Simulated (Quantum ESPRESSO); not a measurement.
Input and output of a self-consistent single point for CoGa (Pm-3m, 2 atoms in the cell) (Quantum ESPRESSO).

Computed with PBE, PseudoDojo standard norm-conserving (PBE) pseudopotentials (plane waves; Quantum ESPRESSO).

The change in words: lattice scaled by 0.98. Reference geometry:
```
CELL_PARAMETERS angstrom
      2.88000     0.00000     0.00000
      0.00000     2.88000     0.00000
      0.00000     0.00000     2.88000
ATOMIC_POSITIONS crystal
  Ga 0.50000 0.50000 0.50000
  Co 0.00000 0.00000 0.00000
```

Reference input (self-consistent single point, DFT, PBE, plane waves, PseudoDojo standard norm-conserving (PBE) pseudopotentials): ecutwfc = 100 Ry; occupations = smearing; smearing = fermi-dirac; degauss = 0.0073499 Ry; potentials = {Ga: Ga.upf, Co: Co.upf}; K_POINTS = automatic 8 8 8 0 0 0; conv_thr = 1e-11 Ry; mixing_beta = 0.7. This run's input differs from it in these lines:

```diff
@@ -30,5 +30,5 @@
 CELL_PARAMETERS {bohr}
-   5.4424112389     0.0000000000     0.0000000000
-   0.0000000000     5.4424112389     0.0000000000
-   0.0000000000     0.0000000000     5.4424112389
+   5.3335630141     0.0000000000     0.0000000000
+   0.0000000000     5.3335630141     0.0000000000
+   0.0000000000     0.0000000000     5.3335630141
```

Log, with long lists cut:

```
     Self-consistent Calculation

     iteration #  1     ecut=   100.00 Ry     beta= 0.70

     total energy              =    -458.82269788 Ry
     estimated scf accuracy    <       0.34944130 Ry

     iteration #  2     ecut=   100.00 Ry     beta= 0.70

     total energy              =    -458.58256156 Ry
     estimated scf accuracy    <       3.67308820 Ry

     iteration #  3     ecut=   100.00 Ry     beta= 0.70

     total energy              =    -459.05159434 Ry
     estimated scf accuracy    <       0.00284427 Ry

   [... 5 blocks of this kind left out ...]

     iteration #  9     ecut=   100.00 Ry     beta= 0.70

     total energy              =    -459.05257686 Ry
     estimated scf accuracy    <          9.1E-11 Ry

     iteration # 10     ecut=   100.00 Ry     beta= 0.70
     End of self-consistent calculation

     the Fermi energy is    19.3523 ev

!    total energy              =    -459.05257686 Ry
     estimated scf accuracy    <          9.7E-12 Ry
     smearing contrib. (-TS)   =      -0.00291653 Ry
     internal energy E=F+TS    =    -459.04966033 Ry

     convergence has been achieved in  10 iterations

     Forces acting on atoms (cartesian axes, Ry/au):

     atom    1 type  1   force =     0.00000000    0.00000000    0.00000000
     atom    2 type  2   force =     0.00000000    0.00000000    0.00000000

     Total force =     0.000000     Total SCF correction =     0.000000

          total   stress  (Ry/bohr**3)                   (kbar)     P=      133.30
   0.00090614   0.00000000   0.00000000          133.30        0.00        0.00
   0.00000000   0.00090614   0.00000000            0.00      133.30        0.00
   0.00000000   0.00000000   0.00090614            0.00        0.00      133.30

   JOB DONE.
```

The run converged in 10 iterations. Against the reference run the free energy rises by 29.5 meV/atom and the pressure goes from 0.78 to 13.33 GPa.

The starting cell has typed, rounded lattice constants, without a prior relaxation at this level. For this run, on top of that: lattice scaled by 0.98. Spin polarisation is off. With a pressure of about 13 GPa the cell is away from its equilibrium volume at this level.
